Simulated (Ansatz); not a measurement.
The starting structures come from a database of crystals and need not be the phases stable at ambient conditions.

Tunnelling through a barrier is set by its complex band structure: the current falls as exp(−2κd) with the smallest κ.

Data:

```yaml
crystal:
  lattice:
    - [5.04121, 0.00000, 0.00000]
    - [0.00000, 5.19528, 0.00000]
    - [0.00000, 0.82680, 4.91001]
  atoms:
    - { symbol: Ta, position: [0.54481, 0.28413, 0.29299] }
    - { symbol: Ta, position: [0.45519, 0.71587, 0.70701] }
    - { symbol: Ta, position: [0.04481, 0.21587, 0.70701] }
    - { symbol: Ta, position: [0.95519, 0.78413, 0.29299] }
    - { symbol: N, position: [0.25603, 0.02065, 0.44403] }
    - { symbol: N, position: [0.74397, 0.97935, 0.55597] }
    - { symbol: N, position: [0.75603, 0.47935, 0.55597] }
    - { symbol: N, position: [0.24397, 0.52065, 0.44403] }
    - { symbol: O, position: [0.67425, 0.65288, 0.06249] }
    - { symbol: O, position: [0.32575, 0.34712, 0.93751] }
    - { symbol: O, position: [0.17425, 0.84712, 0.93751] }
    - { symbol: O, position: [0.82575, 0.15288, 0.06249] }
```

Space group of this cell: P2_1/c. The cell is taken as given; by r2SCAN its mean pressure is -1.6 GPa.

Transport runs along the normal of the first two printed cell vectors.

No gap correction and no spin-orbit coupling; mid-gap values are interpolated between computed energies.

Q: Give the band gap and the smallest decay constant κ at mid-gap that r2SCAN (Ansatz, a program for electronic structure) yields.

A: Gap 2.33 eV on a 6×6×6 mesh; κ = 0.275 1/Å, at the zone centre.
